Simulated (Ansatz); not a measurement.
Functionals compared on the (010) surface of MnP-type NiSi in its 1x1 cell (cut with top plane 2 Ni + 2 Si, bottom plane 2 Ni + 2 Si), outermost plane spacing 1.68 Å in the ideal cut, in Ansatz (plane waves, PAW). The structure was relaxed with PBE; the other rows are single points on it, each with its references at the same level. Cutoff 420 eV (500 eV for r2SCAN).

Model: 28-atom slab, Ni14Si14, 10.1 Å thick at the start (thin: gaps and levels are the slab's own), 7x7x1 mesh, Fermi-Dirac 0.1 eV, dipole correction, all atoms relaxed; start symmetry kept, larger cells not searched; no spin (magnetic order not tried), no spin-orbit, no U. These notes are the PBE run's.

```csv
functional,surface energy (J/m²),work function of the top face (eV),rough cost of the single point
PBE,1.83,4.75,–
LDA,2.18,5.00,around 6 core-minutes (rough)
PBEsol,2.10,4.82,around 6 core-minutes (rough)
RPBE,?,?,around 5 core-minutes (rough)
r2SCAN,1.99,4.82,around 11 core-minutes (rough)
```

Problem. Complete the blanks.

Solution. 
- RPBE, surface energy (J/m²): 1.67
- RPBE, work function of the top face (eV): 4.63

Ansatz is an electronic-structure program.
